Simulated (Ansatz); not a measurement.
An Ansatz (a quantum-chemistry and plane-wave program) input (PBE (Ansatz, PAW, scalar-relativistic without spin-orbit coupling)):

Ansatz 0.2 input:
```yaml
crystal:
  lattice:
    - [0, 4.4212538796, 4.4212538796]
    - [4.4212538796, 0, 4.4212538796]
    - [4.4212538796, 4.4212538796, 0]
  atoms:
    - { symbol: N, position: [0, 0, 0] }
    - { symbol: N, position: [0, 0, 0.5] }
    - { symbol: N, position: [0, 0.5, 0] }
    - { symbol: N, position: [0, 0.5, 0.5] }
    - { symbol: N, position: [0.5, 0, 0] }
    - { symbol: N, position: [0.5, 0, 0.5] }
    - { symbol: N, position: [0.5, 0.5, 0] }
    - { symbol: N, position: [0.5, 0.5, 0.5] }
    - { symbol: Nb, position: [0.25, 0.25, 0.25] }
    - { symbol: Nb, position: [0.25, 0.25, 0.75] }
    - { symbol: Nb, position: [0.25, 0.75, 0.25] }
    - { symbol: Nb, position: [0.25, 0.75, 0.75] }
    - { symbol: Nb, position: [0.75, 0.25, 0.25] }
    - { symbol: Nb, position: [0.75, 0.25, 0.75] }
    - { symbol: Nb, position: [0.75, 0.75, 0.25] }
    - { symbol: Nb, position: [0.75, 0.75, 0.75] }
    - { symbol: Nb, position: [0, 0, 0.25] }
basis: { ecutwfc: 420, ecutrho_ratio: 4, xc_grid: 2, fft_grid_basis: typed }
kpoints: { mp_grid: { grid: [7, 7, 7] } }
hamiltonian:
  xc: pbe
  dispersion: none
  pseudopotentials: { kind: paw }
scf: { occupations: { method: fermi_dirac, width: 0.05 }, convergence: { dr2_threshold: 0.0000000017 } }
relax: { f_tol: 0.02, max_steps: 45 }
output: { forces: true, stress: true }
checkpoint: { write: state.ck, write_every: 1000 }
```

### Question
Which symmetry and how many k-points will the program report, and about how many plane waves at Γ?

### Answer
Space group Immm (ITA 71) with 8 operations, k-points 64 of 343, and 3383 plane waves at Γ.

### Question
And the final pressure?

### Answer
55.83 GPa (compression positive).

The cell is small, so the values are those of an ordered compound at a high defect concentration; dilute-limit values will differ. The defect started on the symmetric site and kept its symmetry, so it may sit on a saddle. All final runs are without spin polarisation. The cell was made from NbN in the rock salt structure (space group Fm-3m, No. 225) by this change: Nb interstitial (started 1.56 Å from the nearest host atom). The defect cell is not spin-polarised.
